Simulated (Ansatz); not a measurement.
We consider L1₂ (Cu3Au-type) Ni₃Fe, described by RPBE in Ansatz (plane waves, PAW).

Run with plane-wave cutoff 520 eV, 16×16×16 k mesh, Fermi–Dirac smearing 0.05 eV, spin-polarised with parallel moments, scalar-relativistic PAW data made under PBE.

The cell has the measured lattice: a = b = c = 3.545 Å, α = β = γ = 90.00°.

Give the computed magnetic moment (largest site, within a sphere).


magnetic moment (largest site, within a sphere): 2.94 μB

The run finds no gap.

Note: cell and atoms aren't relaxed at this level (pressure 5.5 GPa).

Moments are spin moments.

Cost on a shared machine: about 2.1 core-minutes (a rough figure).

Ansatz is a first-principles code.
